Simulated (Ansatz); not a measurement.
CsCl-type CuZn was calculated with B3LYP (VWN-RPA form) (PAW; Ansatz, a first-principles code).

Numerical settings: plane-wave cutoff 460 eV, 10×10×10 k mesh, Fermi–Dirac smearing 0.05 eV, no spin polarisation, scalar-relativistic PAW data made under PBE.

Cell (relaxed at this level):

Space group Pm-3m (No. 221); a = b = c = 3.010 Å, α = β = γ = 90.00°

```tsv
atom	site	symmetry	x	y	z
Zn	1b	m-3m	0.5000	0.5000	0.5000
Cu	1a	m-3m	0.0000	0.0000	0.0000
```

Problem. What does this level give for the bulk modulus and pressure derivative B′ of the bulk modulus?

Solution. 
bulk modulus: 95.8 GPa
pressure derivative B′ of the bulk modulus: 5.1

Measured, for comparison: bulk modulus 116 GPa (temperature not stated, not corrected to a static lattice; as tabulated in Nepal et al. (2020), arXiv:2007.11150). Computed (rounded) less measured: bulk modulus -17 %.

Note: the run has no spin polarisation, so it can have missed a magnetic state.

Computed values are for the static lattice.

Cost on a shared machine: around 40 core-minutes (rough).
